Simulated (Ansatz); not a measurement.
Consider the following.

```
WS2
1.0
    3.11791     0.00000     0.00000
   -1.55895     2.70019     0.00000
    0.00000     0.00000    11.56711
W S
2 4
Direct
  0.33333   0.66667   0.25000
  0.66667   0.33333   0.75000
  0.33333   0.66667   0.61452
  0.66667   0.33333   0.38548
  0.66667   0.33333   0.11452
  0.33333   0.66667   0.88548
```

All values below come from PBEsol+D3BJ with spin-orbit coupling, rigid bands (plane waves, PAW; Ansatz, a program for electronic structure). Condition of this run: uniaxial stress zz = 2 GPa (compression positive) (the target of the relaxation). How the cell was made: cell and atoms relaxed with PBEsol+d3bj, then loaded as said.

### Question
Predict the electron conductivity mass (n e² τ/σ) at 300 K, by direction if it differs.

### Answer
0.48 (x), 0.48 (y), 0.42 (z) mₑ.

### Question
Predict the hole conductivity mass (n e² τ/σ) at 300 K, by direction if it differs.

### Answer
0.40 (x), 0.40 (y), 1.10 (z) mₑ.

### Question
And the band gap?

### Answer
0.50 eV at this level; semilocal functionals usually fall short of the measured gap.

Rigid bands, one relaxation time for all states, no polarons. Geometry: cell and atoms relaxed with PBEsol+D3(BJ).

PBEsol with a dispersion correction tends to overbind, so the cell can be several per cent short, in bad cases over ten, which usually narrows a gap: WS2 under load (space group P6_3/mmc).
